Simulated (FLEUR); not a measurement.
## FLEUR run on LuAu2 (I4/mmm, 3 atoms in the cell): self-consistent single point

Computed with FLEUR with PBEsol, all-electron FLAPW (FLEUR), scalar-relativistic valence.

The input file:

Input of the input generator:

```
LuAu2 FLAPW
&input film=f /
-3.4439691703 3.4439691703 8.4068340593
3.4439691703 -3.4439691703 8.4068340593
3.4439691703 3.4439691703 -8.4068340593
1.0
1.0 1.0 1.0

3
71 0.0000000000 0.0000000000 0.0000000000
79 0.6639400000 0.6639400000 0.0000000000
79 0.3360600000 0.3360600000 0.0000000000

&comp jspins=1 /
&exco xctyp='PBEs' /
&kpt div1=10 div2=10 div3=10 gamma=t /
&end /
```

```xml
<?xml version="1.0" encoding="UTF-8" standalone="no"?>
<fleurInput fleurInputVersion="0.39">
   <comment>
      LuAu2 FLAPW                                                                                         
   </comment>
   <calculationSetup>
      <cutoffs Kmax="3.9" Gmax="15.6" GmaxXC="15.6" numbands="0"/>
      <scfLoop itmax="100" minDistance="0.00001" maxIterBroyd="15" imix="Anderson" alpha="0.05" precondParam="0.0" spinf="2.0"/>
      <coreElectrons ctail="T" frcor="F" kcrel="0" coretail_lmax="0"/>
      <xcFunctional name="PBEs" relativisticCorrections="F"/>
      <magnetism jspins="1"/>
      <soc l_soc="F" theta="0.0" phi="0.0" spav="F"/>
      <expertModes spex="0" secvar="F"/>
      <geometryOptimization l_f="T" forcealpha="1.0" forcemix="BFGS" epsdisp="0.00001" epsforce="0.00001"/>
      <ldaU l_linMix="F" mixParam="0.05" spinf="1.0"/>
   </calculationSetup>
   <cell>
      <bzIntegration valenceElectrons="59.0" mode="gauss" fermiSmearingEnergy="0.00734986">
         <kPointListSelection listName="default-1"/>
         <!-- k-points included here -->
         <xi:include xmlns:xi="http://www.w3.org/2001/XInclude" href="kpts.xml"> </xi:include>
      </bzIntegration>
      <!-- symmetry operations included here -->
      <xi:include xmlns:xi="http://www.w3.org/2001/XInclude" href="sym.xml"> </xi:include>
      <bulkLattice scale="1.0">
         <bravaisMatrix>
            <row-1>   -3.4439691702999999     3.4439691702999999     8.4068340592999995</row-1>
            <row-2>    3.4439691702999999    -3.4439691702999999     8.4068340592999995</row-2>
            <row-3>    3.4439691702999999     3.4439691702999999    -8.4068340592999995</row-3>
         </bravaisMatrix>
      </bulkLattice>
   </cell>
   <atomSpecies>
      <species name="Lutetium (Lu)" element="Lu" atomicNumber="71">
         <mtSphere radius="2.65" gridPoints="915" logIncrement="0.015"/>
         <atomicCutoffs lmax="10" lnonsphr="8"/>
         <electronConfig flipSpins="F">
            <coreConfig>(1s1/2) (2s1/2) (2p1/2) (2p3/2) (3s1/2) (3p1/2) (3p3/2) (4s1/2) (3d3/2) (3d5/2) (4p1/2) (4p3/2) (4d3/2) (4d5/2)</coreConfig>
            <valenceConfig>(5s1/2) (5p1/2) (5p3/2) (6s1/2) (4f5/2) (4f7/2) (5d3/2) (5d5/2)</valenceConfig>
            <stateOccupation state="(5d3/2)" spinUp="0.2" spinDown="0.2"/>
            <stateOccupation state="(5d5/2)" spinUp="0.3" spinDown="0.3"/>
         </electronConfig>
         <energyParameters s="6" p="6" d="5" f="4"/>
         <lo type="SCLO" l="0" n="5" eDeriv="0"/>
         <lo type="SCLO" l="1" n="5" eDeriv="0"/>
      </species>
      <species name="Gold (Au)" element="Au" atomicNumber="79">
         <mtSphere radius="2.58" gridPoints="889" logIncrement="0.015"/>
         <atomicCutoffs lmax="10" lnonsphr="8"/>
         <electronConfig flipSpins="F">
            <coreConfig>(1s1/2) (2s1/2) (2p1/2) (2p3/2) (3s1/2) (3p1/2) (3p3/2) (4s1/2) (3d3/2) (3d5/2) (4p1/2) (4p3/2) (5s1/2) (4d3/2) (4d5/2) (4f5/2) (4f7/2)</coreConfig>
            <valenceConfig>(5p1/2) (5p3/2) (6s1/2) (5d3/2) (5d5/2)</valenceConfig>
            <stateOccupation state="(6s1/2)" spinUp="0.5" spinDown="0.5"/>
         </electronConfig>
         <energyParameters s="6" p="6" d="5" f="5"/>
         <lo type="SCLO" l="1" n="5" eDeriv="0"/>
         <lo type="HELO" l="2" n="6" eDeriv="0"/>
      </species>
   </atomSpecies>
   <atomGroups>
      <atomGroup species="Lutetium (Lu)">
         <relPos label="                   1">.0000000000 .0000000000 .0000000000</relPos>
         <force calculate="T" relaxXYZ="TTT"/>
      </atomGroup>
      <atomGroup species="Gold (Au)">
         <relPos label="                   2">-.3360600000 -.3360600000 .0000000000</relPos>
         <relPos label="                   3">.3360600000 .3360600000 .0000000000</relPos>
         <force calculate="T" relaxXYZ="TTT"/>
      </atomGroup>
   </atomGroups>
   <output dos="F" band="F" slice="F">
      <checks vchk="F" cdinf="F"/>
      <bandDOS minEnergy="-.5*Htr" maxEnergy="0.5*Htr" sigma="0.015" storeEVData="T"/>
      <vacuumDOS vacdos="F" integ="F" star="F" nstars="0" locx1="0.0" locy1="0.0" locx2="0.0" locy2="0.0" nstm="0" tworkf="0.0"/>
      <unfoldingBand unfoldBand="F" supercellX="1" supercellY="1" supercellZ="1"/>
      <plotting iplot="0" polar="F">
         <plot TwoD="T" vec1="  1.0  0.0  0.0" vec2="  0.0  1.0  0.0" vec3="  0.0  0.0  1.0" zero="  0.0  0.0  0.0" file="plot"/>
      </plotting>
      <chargeDensitySlicing numkpt="0" minEigenval="0.0" maxEigenval="0.0" nnne="0" pallst="F"/>
      <specialOutput eonly="F"/>
      <magneticCircularDichroism mcd="F" energyLo="-10.0" energyUp="0.0"/>
   </output>
  <!-- We include the file relax.xml here to enable relaxations (see documentation) -->
  <xi:include xmlns:xi="http://www.w3.org/2001/XInclude" href="relax.xml"> <xi:fallback/> </xi:include>
</fleurInput>
```

Output (repeated stretches shortened):

```
      Welcome to FLEUR        (www.flapw.de)
      MaX-Release 8.1          (www.max-centre.eu)

 ========== k-point set info ==========
 Selected k-point list: default-1
 k-point list type: mesh
 10 x 10 x 10
 Number of k points: 102

 ------------Calculation Setup---------------------------
           1           2           3           6          17          34          51         102
 Number of basis functions:          448
 Iteration:     1   Distance:      18.61013483 me/bohr^3
 Iteration:     2   Distance:      15.88677941 me/bohr^3
 Iteration:     3   Distance:       6.71499700 me/bohr^3
 Iteration:     4   Distance:       4.92745992 me/bohr^3
 Iteration:     5   Distance:       2.74137519 me/bohr^3
 Iteration:     6   Distance:       1.12056035 me/bohr^3
   [... 8 lines left out ...]
 Iteration:    15   Distance:       0.00043216 me/bohr^3
 Iteration:    16   Distance:       0.00033651 me/bohr^3
 Iteration:    17   Distance:       0.00011753 me/bohr^3
 Iteration:    18   Distance:       0.00002828 me/bohr^3
 Iteration:    19   Distance:       0.00000774 me/bohr^3
 Reset of history
 Run finished successfully
 Stop message:
   Structural relaxation: new displacements generated

[file out, last iteration]
             iter=     20
          p o t e n t i a l   g e n e r a t o r
[...]
          integral of pseudo charge density inside the slab=        0.000000   0.000000
     coulomb potential in the interstitial region:
          density-coulomb potential integrals
          total density-coulomb potenti   -90987.8084600502
          density-effective potential integrals for spin  1
          total density-effective poten   -9.2328998228E+04
          charge density-energy density integrals
          total charge density-energy d   -1.0182302962E+03
 Updated energy parameters for spin:           1
  Atom    1 6s branch from -1.65 to  1.99 htr. ; e_l =  0.2751
  Atom    1 6p branch from -0.50 to  2.82 htr. ; e_l =  0.4055
  Atom    1 5d branch from -6.46 to  0.98 htr. ; e_l =  0.4265
  Atom    1 4f branch from -9.99 to  0.22 htr. ; e_l =  0.2358
  Atom    1 5s branch from-17.23 to -1.65 htr. ; e_l(l -1.6682
  Atom    1 5p branch from-12.55 to -0.50 htr. ; e_l(l -0.6072
  Atom    2 6s branch from -3.50 to  1.30 htr. ; e_l =  0.2197
  Atom    2 6p branch from -1.70 to  2.17 htr. ; e_l =  0.4029
  Atom    2 5d branch from-11.48 to  0.41 htr. ; e_l =  0.2460
  Atom    2 5f branch from -2.52 to  2.41 htr. ; e_l =  0.7015
  Atom    2 5p branch from-19.55 to -1.70 htr. ; e_l(l -1.7612
  Atom    2-6d branch from  2.76 to  2.76 htr. ; e_l(l  2.7633
[...]
 fermi energy and band-weighting factors:
at   0.00000   0.00000   0.00000   k-weight:    0.001000
   45 eigenvalues :
   -1.716684   -1.714469   -1.714469   -1.713647   -1.712873   -1.712873   -1.668309   -0.590945
   -0.588528   -0.588528    0.070902    0.180906    0.205407    0.206904    0.206904    0.207217
    0.209549    0.210261    0.211405    0.212679    0.212679    0.217292    0.222144    0.230555
    0.230555    0.239242    0.239242    0.273325    0.357311    0.456314    0.469074    0.469664
    0.469664    0.579001    0.676180    0.736209    0.754546    0.754546    0.813832    0.813832
    0.827081    0.831528    0.920876    0.920876    1.061101
   [... lines left out ...]
          first approx. to ef    (T=0)  :   0.393487 htr   (energy of the highest occ. eigenvalue)
   [... lines left out ...]
      0.000 0.000 0.000 0.000 0.000 0.000 0.000 0.000 0.000 0.000 0.000 0.000 0.000
     k-point=   81
      0.008 0.008 0.008 0.008 0.008 0.008 0.008 0.008 0.008 0.008 0.008 0.008 0.008 0.008 0.008 0.008
      0.008 0.008 0.008 0.008 0.008 0.008 0.008 0.008 0.008 0.008 0.008 0.008 0.008 0.000 0.000 0.000
      0.000 0.000 0.000 0.000 0.000 0.000 0.000 0.000 0.000 0.000 0.000 0.000 0.000
     k-point=   82
      0.008 0.008 0.008 0.008 0.008 0.008 0.008 0.008 0.008 0.008 0.008 0.008 0.008 0.008 0.008 0.008
      0.008 0.008 0.008 0.008 0.008 0.008 0.008 0.008 0.008 0.008 0.008 0.008 0.008 0.008 0.000 0.000
      0.000 0.000 0.000 0.000 0.000 0.000 0.000 0.000 0.000 0.000 0.000 0.000 0.000
     k-point=   83
      0.016 0.016 0.016 0.016 0.016 0.016 0.016 0.016 0.016 0.016 0.016 0.016 0.016 0.016 0.016 0.016
      0.016 0.016 0.016 0.016 0.016 0.016 0.016 0.016 0.016 0.016 0.016 0.016 0.016 0.016 0.000 0.000
      0.000 0.000 0.000 0.000 0.000 0.000 0.000 0.000 0.000 0.000 0.000 0.000 0.000
     k-point=   84
      0.016 0.016 0.016 0.016 0.016 0.016 0.016 0.016 0.016 0.016 0.016 0.016 0.016 0.016 0.016 0.016
      0.016 0.016 0.016 0.016 0.016 0.016 0.016 0.016 0.016 0.016 0.016 0.016 0.016 0.005 0.000 0.000
      0.000 0.000 0.000 0.000 0.000 0.000 0.000 0.000 0.000 0.000 0.000 0.000 0.000
     k-point=   85
      0.004 0.004 0.004 0.004 0.004 0.004 0.004 0.004 0.004 0.004
```

The run converged in 19 iterations. FLEUR gives forces in its relaxation mode, with a further iteration, so its stop message speaks of a relaxation.

The starting cell comes from a database of computed structures (which also holds hypothetical and non-ambient phases and stackings), without a prior relaxation at this level. Spin-orbit coupling is off. Values depend on the basis (sphere radii, cutoffs, local orbitals), which need not be converged.

Cost on one core of a shared machine: roughly 3 min.
